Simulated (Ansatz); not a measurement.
System: interstitial Al in zinc-blende AlAs (charge state +1). Level of theory: PBE, PAW (plane waves to 420 eV; Ansatz, a program for electronic structure).

Settings: 64 host sites, the relaxed PBE lattice, one k-point at (0.250, 0.250, 0.250), smearing 0.01 eV, spin-restricted, no image-charge correction. Energies are static. The charge state is imposed; whether it is stable for some Fermi level was not computed. Sites that were not tried may lie lower.

Barriers: single points on a 2×2×2 k-point mesh shifted by half a step at the bands' geometries (they differ from the bands' own by up to 0.19 eV, and are uncertain by about as much).

Relaxed starting cell (atoms counted from 1):

```
CELL_PARAMETERS angstrom
     11.45723     0.00000     0.00000
      0.00000    11.45723     0.00000
      0.00000     0.00000    11.45723
ATOMIC_POSITIONS crystal
  Al 0.99243 0.99272 0.99315
  Al 0.99861 0.99891 0.50196
  Al 0.99871 0.50150 0.99936
  Al 0.00063 0.50226 0.50273
  Al 0.50121 0.99889 0.99932
  Al 0.50209 0.00085 0.50278
  Al 0.50204 0.50226 0.00131
  Al 0.50001 0.50029 0.50074
  As 0.12447 0.12469 0.37644
  As 0.12580 0.12609 0.87387
  As 0.12456 0.62466 0.37574
  As 0.12475 0.62519 0.87531
  As 0.62439 0.12484 0.37577
  As 0.62492 0.12499 0.87533
  As 0.62499 0.62519 0.37656
  As 0.62515 0.62538 0.87505
  Al 0.99037 0.25948 0.25996
  Al 0.99906 0.25136 0.74930
  Al 0.99907 0.74884 0.25174
  Al 0.00077 0.74863 0.74904
  Al 0.50062 0.25116 0.25158
  Al 0.50216 0.24943 0.74815
  Al 0.50219 0.74767 0.24997
  Al 0.50011 0.75031 0.75082
  As 0.12445 0.37590 0.12515
  As 0.12457 0.37533 0.62513
  As 0.12580 0.87347 0.12653
  As 0.12473 0.87486 0.62560
  As 0.62442 0.37533 0.12529
  As 0.62496 0.37611 0.62566
  As 0.62493 0.87487 0.12544
  As 0.62516 0.87456 0.62586
  Al 0.25933 0.99054 0.26005
  Al 0.25108 0.99931 0.74930
  Al 0.25083 0.50085 0.25156
  Al 0.24924 0.50241 0.74815
  Al 0.74858 0.99934 0.25176
  Al 0.74835 0.00103 0.74908
  Al 0.74747 0.50237 0.24994
  Al 0.75009 0.50036 0.75083
  As 0.37569 0.12473 0.12515
  As 0.37506 0.12485 0.62512
  As 0.37506 0.62468 0.12528
  As 0.37586 0.62521 0.62568
  As 0.87318 0.12608 0.12652
  As 0.87459 0.12499 0.62565
  As 0.87465 0.62514 0.12545
  As 0.87433 0.62539 0.62583
  Al 0.25927 0.25953 0.99103
  Al 0.25090 0.25115 0.50134
  Al 0.25105 0.74887 0.99977
  Al 0.24925 0.74767 0.50288
  Al 0.74857 0.25131 0.99977
  Al 0.74744 0.24945 0.50288
  Al 0.74838 0.74860 0.00149
  Al 0.75008 0.75034 0.50080
  As 0.37502 0.37533 0.37572
  As 0.38113 0.38135 0.86860
  As 0.38115 0.86813 0.38186
  As 0.37481 0.87493 0.87540
  As 0.86792 0.38131 0.38180
  As 0.87471 0.37508 0.87543
  As 0.87469 0.87492 0.37551
  As 0.86996 0.87022 0.87066
  Al 0.12654 0.12664 0.12718
```
Cell charge +1.

End state 1 differs by these moves (Å; atoms that move under 0.08 Å are left out):

```
atom  element     Δx     Δy     Δz
----  -------  -----  -----  -----
1          Al   0.08   0.07   0.07
2          Al  -0.06  -0.06   0.11
3          Al  -0.06   0.11  -0.06
5          Al   0.11  -0.06  -0.06
8          Al   0.06   0.06   0.06
9          As  -0.05  -0.05   0.08
17         Al   0.06  -0.11  -0.11
21         Al   0.10  -0.02  -0.02
25         As  -0.05   0.08  -0.05
33         Al  -0.11   0.06  -0.11
35         Al  -0.02   0.10  -0.02
41         As   0.08  -0.05  -0.05
49         Al  -0.11  -0.11   0.06
50         Al  -0.02  -0.02   0.10
58         As  -0.07  -0.07   0.07
59         As  -0.07   0.07  -0.07
61         As   0.07  -0.07  -0.07
64         As   0.05   0.05   0.05
65         Al   1.37   1.38   1.37
```

Task: What is the computed forward and backward barriers to end state 1 (PBE, PAW)?

Result: forward 1.18 eV, backward 0.73 eV; at the saddle point atom 65 has neighbours 3 Al at 2.60; 3 As at 2.52 Å. The saddle point's order was not checked, and it lies on a symmetry element of the cell, where a band can be held.
